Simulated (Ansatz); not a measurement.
The starting structures come from a database of crystals and need not be the phases stable at ambient conditions.

 Where the default PAW files enter, the runs use the earlier of Ansatz's two default sets.

```
CELL_PARAMETERS angstrom
      6.65139     0.00000     0.00000
      0.00000     6.65139     0.00000
      3.32569    -3.32569     4.70324
ATOMIC_POSITIONS crystal
  Cd 0.75000 0.75000 0.50000
  Cd 0.00000 0.00000 0.00000
  In 0.87500 0.37500 0.75000
  In 0.37500 0.37500 0.25000
  In 0.37500 0.37500 0.75000
  In 0.37500 0.87500 0.25000
  O  0.13825 0.58525 0.72350
  O  0.16475 0.61175 0.22350
  O  0.13825 0.13825 0.72350
  O  0.61175 0.61175 0.22350
  O  0.58525 0.13825 0.27650
  O  0.61175 0.16475 0.77650
  O  0.13825 0.13825 0.27650
  O  0.61175 0.61175 0.77650
```

Space group of this cell: Fd-3m, spinel. The cell is strained (all lengths scaled by 1.02); by r2SCAN its mean pressure is -8.7 GPa.

Transport runs along the normal of the first two printed cell vectors, the (001) plane of the conventional cell.

The gap is the functional's own. No spin-orbit coupling. Mid-gap values are interpolated on the energy grid.

Task: Compute, with r2SCAN run with Ansatz (a program for electronic structure), the band gap and the smallest decay constant κ at mid-gap.

Result: Gap 1.28 eV on a 6×6×6 mesh; κ = 0.140 1/Å, at the zone centre.
